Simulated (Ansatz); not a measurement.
The parent structure is Au in the fcc (Cu type) structure (space group Fm-3m, No. 225; a = 4.157 Å).

Method: Ansatz (an electronic-structure program), PBE, PAW, cutoff 420 eV, no SOC.

Base values:

- Lattice parameter a: 4.157 Å

Modification: every Au is replaced by Cu, then cell and atoms are relaxed.

Task: What does the calculation give for the lattice parameter a after the change?

Result: The lattice parameter a falls by 0.527 Å (4.157 Å → 3.630 Å).

No phonon test of stability was made. All final runs are without spin polarisation.
